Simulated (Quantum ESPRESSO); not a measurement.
## How a calculation on Zr (P6_3/mmc, 2 atoms in the cell) responds to its settings

```
CELL_PARAMETERS angstrom
      3.28717     0.00000     0.00000
     -1.64359     2.84677     0.00000
      0.00000     0.00000     5.24877
ATOMIC_POSITIONS crystal
  Zr 0.33333 0.66667 0.25000
  Zr 0.66667 0.33333 0.75000
```

Base run A: Quantum ESPRESSO 7.5 with PBE, PseudoDojo standard norm-conserving (PBE) pseudopotentials, self-consistent single point.

Its settings: ecutwfc = 70 Ry; occupations = smearing; smearing = cold; degauss = 0.0073499 Ry; potentials = {Zr: Zr.upf}; K_POINTS = automatic 9 9 5 0 0 0; conv_thr = 1e-11 Ry; mixing_beta = 0.4.

The starting cell comes from a database of computed structures (which also holds hypothetical and non-ambient phases and stackings), without a prior relaxation at this level. Its lattice was rescaled by a random factor within 2.5 % of one. In the base run, with a pressure of about -4 GPa the cell is away from its equilibrium volume at this level.

ΔF is the free energy per atom less that of run A. 

Run A gave: pressure (GPa) -4.12.

Runs:
- B: lattice scaled by 0.97
- C: lattice scaled by 0.97; ecutwfc: 70 Ry → 42 Ry
- D: lattice scaled by 0.985
- E: lattice scaled by 0.985; ecutwfc: 70 Ry → 42 Ry
- F: lattice scaled by 1.015
- G: lattice scaled by 1.015; ecutwfc: 70 Ry → 42 Ry
- H: lattice scaled by 1.03
- I: lattice scaled by 1.03; ecutwfc: 70 Ry → 42 Ry

### Question
What does run B change against A?

### Answer
The free energy drops by 1.3 meV/atom and the pressure goes from -4.12 to 4.45 GPa.

### Question
What does run G change against A?

### Answer
The free energy rises by 357 meV/atom and the pressure goes from -4.12 to -18.47 GPa.

```
run  ΔF (meV/atom)  pressure (GPa)
---  -------------  --------------
A             0.00           -4.12
B            -1.29            4.45
C            314.7           -8.17
D            -15.0           -0.17
E            300.8          -12.20
F             41.0           -7.47
G            357.4          -18.47
H            105.2          -10.24
I            421.6          -20.76
```
